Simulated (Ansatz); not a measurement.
## Several settings converged on SrGe2Ru2 (I4mm, 5 atoms in the cell)

```xyz
5
Lattice="-2.1500 2.1500 5.1413 2.1500 -2.1500 5.1413 2.1500 2.1500 -5.1413" Properties=species:S:1:pos:R:3 pbc="T T T"
Sr     0.0000     0.0000     0.0500
Ge     0.0000     0.0000     6.6033
Ge     0.0000     0.0000     3.6793
Ru     0.0000     2.1500     2.5706
Ru     2.1500     0.0000     2.5706
```

Base method: LDA (PW92), default PAW files made with PBE (plane waves; Ansatz, a program for electronic structure).

Base settings: basis.ecutwfc = 420 eV; kpoints.mp_grid.grid = 5 5 5; hamiltonian.xc = lda; hamiltonian.pseudopotentials = {kind: paw} (the program's default PAW files); scf.occupations.method = fermi_dirac; scf.occupations.width = 0.1 eV.

The count of work is k-points × plane waves × bands × iterations; it is no time. 

**The cutoff for other potential files**

Level: DFT, LDA (PW92), plane waves, harder PAW files (source: ansatz) made with PBE.

In this ladder: hamiltonian.pseudopotentials = {kind: paw, source: ansatz}.

The second cell is the first with its lattice scaled by 0.98.

The mesh stays at the base's, so the ladder's end is converged at best in this setting alone.

The first pressure column holds Ansatz's estimate of the finite-basis (Pulay) stress, which hides part of the cutoff error; the other is without it.

Only quantities that move along the ladder and can be compared are tabulated.

```csv
basis.ecutwfc,free energy less the last step's (meV/atom),energy of the compressed cell less the first (meV/atom),pressure (GPa),pressure without the Pulay estimate (GPa),largest difference of a force vector from the last step's (eV/Å),count of work / last
370 eV,7887.62,36.45,-1.59,-279.49,0.602,0.098
450 eV,1905.51,-10.38,-4.77,-95.23,0.165,0.15
575 eV,130.62,3.63,-3.58,-13.94,0.025,0.21
695 eV,6.39,3.12,-3.70,-4.19,0.001,0.28
820 eV,2.64,3.05,-3.70,-3.72,0.000,0.35
985 eV,1.89,3.05,-3.70,-3.73,0.000,0.46
1230 eV,0.78,3.05,-3.70,-3.72,0.000,0.65
1640 eV,0.00,3.04,-3.70,-3.72,0.000,1.0
```

Coarsest basis.ecutwfc that holds the free energy within 5 meV/atom of the last step, with all finer ones: 820 eV, at 0.35 of the last step's count of work; the step before is off by 6.4 meV/atom.

Coarsest basis.ecutwfc that holds the pressure within 0.5 GPa of the last step, with all finer ones: 575 eV, at 0.21 of the last step's count of work; the step before is off by 1.1 GPa.

Coarsest basis.ecutwfc that holds the energy of the compressed cell less the first within 2 meV/atom of the last step, with all finer ones: 575 eV, at 0.21 of the last step's count of work; the step before is off by 13 meV/atom.

The energy difference between the two cells stays within 1 meV/atom of the last step's from 575 eV on, the total only from 1230 eV on: much of the error is common to both cells and cancels.

At the lowest cutoff the pressure without the Pulay estimate lies 276 GPa under the last step's, the usual sign of Pulay stress in an incomplete plane-wave basis.

**The density cutoff**

The mesh stays at the base's, so the ladder's end is converged at best in this setting alone.

Only quantities that move along the ladder and can be compared are tabulated.

```tsv
basis.ecutrho_ratio	free energy less the last step's (meV/atom)	pressure (GPa)	largest difference of a force vector from the last step's (eV/Å)
2	-11.60	-3.20	0.011
3	-0.25	-3.75	0.001
4	-0.01	-3.76	0.000
5	0.00	-3.76	0.000
6	0.00	-3.76	0.000
8	0.00	-3.76	0.000
10	0.00	-3.76	0.000
12	0.00	-3.76	0.000
16	0.00	-3.76	0.000
```

Coarsest basis.ecutrho_ratio that holds the forces within 0.005 eV/Å of the last step, with all finer ones: 3; the step before is off by 0.011 eV/Å.

Coarsest basis.ecutrho_ratio that holds the pressure within 0.2 GPa of the last step, with all finer ones: 3; the step before is off by 0.56 GPa.

Coarsest basis.ecutrho_ratio that holds the free energy within 1 meV/atom of the last step, with all finer ones: 3; the step before is off by 12 meV/atom.

**The relaxed cell against the cutoff**

On SrGe2Ru2 (I4/mmm, 5 atoms in the cell): atoms on their sites.

In this ladder: relax = cell and atoms.

The mesh stays at the base's, so the ladder's end is converged at best in this setting alone.

Only quantities that move along the ladder and can be compared are tabulated.

```csv
basis.ecutwfc,relaxed volume (Å³/atom),relaxation steps
210 eV,17.822,60
250 eV,18.096,34
295 eV,18.231,14
355 eV,18.225,8
420 eV,18.216,6
505 eV,18.217,6
630 eV,18.216,6
840 eV,18.216,6
```

Coarsest basis.ecutwfc that holds the relaxed volume within 0.091 Å³/atom of the last step, with all finer ones: 295 eV; the step before is off by 0.12 Å³/atom.

At the lowest cutoff the cell relaxes to a volume 2.2 % smaller than at the highest. Ansatz relaxes on a stress corrected for the finite basis.

On the base run: the starting cell comes from a database of computed structures (which also holds hypothetical and non-ambient phases and stackings), without a prior relaxation at this level. Its lattice was rescaled by up to half a per cent. One atom was moved a little off its site on purpose. Spin polarisation is off.

Keys are those of Ansatz 0.2.
